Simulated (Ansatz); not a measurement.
hcp Tb was calculated with PBE-D3(BJ) (PAW; Ansatz, a quantum-chemistry and plane-wave program).

Input:

Ansatz 0.2 input:
```yaml
crystal:
  lattice:
    - [1.7421273028, -3.0174530017, 0.0]
    - [1.7421273028, 3.0174530017, 0.0]
    - [0.0, 0.0, 5.6034889329]
  atoms:
    - { symbol: Tb, position: [0.3333333333, 0.6666666667, 0.25], spin: 6.0 }
    - { symbol: Tb, position: [0.6666666667, 0.3333333333, 0.75], spin: 6.0 }
basis:
  ecutwfc: 520
  ecutrho_ratio: 4
  xc_grid: 2
kpoints:
  mp_grid: { grid: [18, 18, 10] }
hamiltonian:
  xc: pbe
  dispersion: d3bj
  pseudopotentials: { kind: paw }
scf:
  occupations: { method: fermi_dirac, width: 0.05 }
output:
  forces: true
  stress: true
  eigenvalues: true
magnetization:
  spin_polarized: true
relax:
  f_tol: 0.004
  escape_saddle: false
  max_steps: 80
  cell: { stress_tol: 0.02, fix: [volume] }
```

Output (set-up and result lines):

```
Relaxation: its limit of steps is 80 (relax.max_steps)
Crystal: 2 atoms, lattice volume = 58.913 Å³
Basis set: ecut = 520 eV, 1605 PW (Γ), exchange–correlation on 54×54×90 points (8 copies of the dense FFT grid, shifted against one another)
Bands: 30, of which v1, the nominal top of the filled ones, is band 19 counted from 1 (18 counted from 0)
Symmetry: 24 space group operations
Space group: P63/mmc (ITA 194), of the structure as read, at distance tolerance 3.9e-5 Å
k-points: 222 of 3240
Initial density: superposition of atomic densities (chi_scale 0.1, normalization cell)
Functional: x = pbe(κ = 0.804, μ = 0.2195149727645171), c = pbe(β = 0.06672455060314922)
spin=Collinear: Kerker preconditioning applied to the charge; magnetization (m = ρ↑ − ρ↓) channel mixes plain (no charge-response kernel on spin).
SCF 1 converged in 13 iterations: F = -19888.119448 eV  dr2 = 1.33e-8
Crystal: 2 atoms, lattice volume = 58.913 Å³
Initial density: handed on by an earlier stage of this run
spin=Collinear: Kerker preconditioning applied to the charge; magnetization (m = ρ↑ − ρ↓) channel mixes plain (no charge-response kernel on spin).
SCF 2 converged in 7 iterations: F = -19888.119452 eV  dr2 = 1.69e-9
Crystal: 2 atoms, lattice volume = 58.913 Å³
spin=Collinear: Kerker preconditioning applied to the charge; magnetization (m = ρ↑ − ρ↓) channel mixes plain (no charge-response kernel on spin).
SCF 3 converged in 7 iterations: F = -19888.119452 eV  dr2 = 2.58e-12
SCF converged after 7 iterations
Magnetization: 11.9399 μB (24.9700 up, 13.0300 down)
Free energy (F): -19888.119452 eV
Internal energy: -19888.026557 eV  (E = F + TS)
E sigma→0 (E₀):  -19888.073004 eV
Fermi energy:    13.573119 eV
--- Forces (eV/Å), atoms counted from 1 ---
  atom   1  Tb     0.00000000     0.00000000     0.00000000
  atom   2  Tb     0.00000000    -0.00000000     0.00000000
--- Stress (GPa, compression-positive) ---
        0.593023       0.000000       0.000000
        0.000000       0.593023       0.000000
        0.000000       0.000000       0.606209
  P = ⅓ Tr σ = 0.5974 GPa (5.974 kbar)
```

The cell is one volume of an energy–volume scan, off the minimum.

The run is spin-polarised with parallel starting moments, which need not be the measured order.

Note: the 4f shell is treated without U or exact exchange, so its levels and filling can be wrong.

Cost on a shared machine: roughly 4 core-minutes.
